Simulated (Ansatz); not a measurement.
Ansatz (a quantum-chemistry and plane-wave program), DFT, PBE, plane waves, its soft PAW files of 3 December: unreconstructed Si(100) slab of 6 layers, 2x2, O adatom, atoms displaced (Si24O), unrelaxed, 25 atoms. Basis and mesh were picked for this test and aren't claimed converged.

```json
{
 "cell": "7.68, 7.68, 18.39 Å; 90, 90, 90°",
 "distance_to_the_nearest_atom": "2.04 to 2.38 Å",
 "task": "single point",
 "k mesh": "4×4×1",
 "hamiltonian.xc": "pbe",
 "kind_of_files": "paw",
 "scf.occupations.method": "fermi_dirac",
 "scf.occupations.width": "0.05 eV",
 "output.forces": "true",
 "binding of workers (--pin)": "off",
 "k-point pools (--kpoint-pools)": "1",
 "memory maximum (--max-ram)": "8GiB",
 "accuracy": "medium (default)",
 "basis.precision": "auto (default)",
 "basis.xc_grid": "2 (default)",
 "scf.eigensolver.kind": "auto (default)",
 "scf.convergence.dr2_threshold": "1e-07 (default)",
 "scf.lower_state_search": "light (default)",
 "k-points after symmetry": "10",
 "bands_at_the_start": "76",
 "electrons": "102",
 "plane waves at Γ": "21201",
 "cutoff (eV)": "420",
 "FFT grid": "54×54×125",
 "symmetry_operations": "1"
}
```

Settings of this run: scf.mixing.algorithm = auto, scf.mixing.preconditioner = kerker_dos, scf.algorithm = auto; 4 threads.

```tsv
iteration	dr2 (eV)	Hψ
1	2.52e1	4658
2	8.03e1	2219
3	1.71e1	2063
4	6.86e0	1435
5	5.48e-1	1397
6	2.03e0	1457
7	2.08e-1	1310
8	6.85e-2	754
9	7.47e-2	704
10	2.68e-2	632
11	1.71e-2	661
12	2.29e-2	740
13	8.71e-3	757
14	3.32e-3	696
15	1.81e-3	662
16	2.35e-3	717
17	2.08e-3	685
18	7.15e-4	681
19	5.72e-4	748
20	3.64e-4	700
21	7.68e-5	689
22	5.97e-5	909
23	1.19e-5	744
24	3.09e-5	1159
25	8.98e-6	1150
26	3.92e-6	831
27	1.31e-6	637
28	5.67e-7	836
29	1.25e-7	848
30	2.32e-7	2290
31	7.04e-8	2729
```

It converged after 31 SCF iterations.

**Question.** The cycle is slow. Which setting should be changed?

**Answer.** This is not unique; one that fits is scf.mixing.preconditioner = auto (default) (13 SCF iterations) or scf.mixing.preconditioner = ldos (13 SCF iterations) or scf.mixing.preconditioner = local_kerker (16 SCF iterations), all else kept. The other changes of this size gave: scf.mixing.preconditioner = none (21); scf.mixing.preconditioner = kerker (33). With more settings changed, the fewest of all runs of this system: scf.mixing.preconditioner = auto (default), scf.algorithm = direct_min (9). In that run the program took: scf.mixing.algorithm MSR1, scf.mixing.preconditioner LDOS, scf.eigensolver.kind band_cg, --slots 4. The first change moves the result by: energy under 0.001 meV/atom, forces (largest component) 0.058 meV/Å. Counts are of single runs.

Keys are those of Ansatz 0.2.
